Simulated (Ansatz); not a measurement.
Structures of equal composition on the (210) surface of germanium: no caps; rebonded: 1 pair of surface atoms bonded, no caps. The slabs share one bottom face, and each structure is named by its start. These are constructed structures in small cells; real faces may alloy, dewet or reconstruct in larger ones, and not all known structures of the face are among them. Slabs of about 13 Å with all that they carry, Fermi-Dirac smearing of 0.025 eV. Bottom of the slabs: built like the top, H on every dangling bond, free. Relaxed from the named starts with such symmetry as they have, on meshes of like density; energies extrapolated to zero smearing; no spin-orbit coupling, no U. Spin-polarised runs, if any, are marked in brackets, and their order is one that fits the cell; the others ran without spin. Where a second, spin-polarised start was run, the lower counts.

Calculation: r2SCAN, at the PBE geometry (plane waves to 500 eV, PAW; Ansatz, a first-principles code).

Problem. Order them by energy per 1x1 cell (lowest first) at the level r2SCAN, at the PBE geometry.

Solution. no caps (0.000 eV, gap 0.37 eV on the mesh), rebonded: 1 pair of surface atoms bonded, no caps (0.171 eV (like top atoms buckled by 0.5 Å), gap 0.37 eV on the mesh)
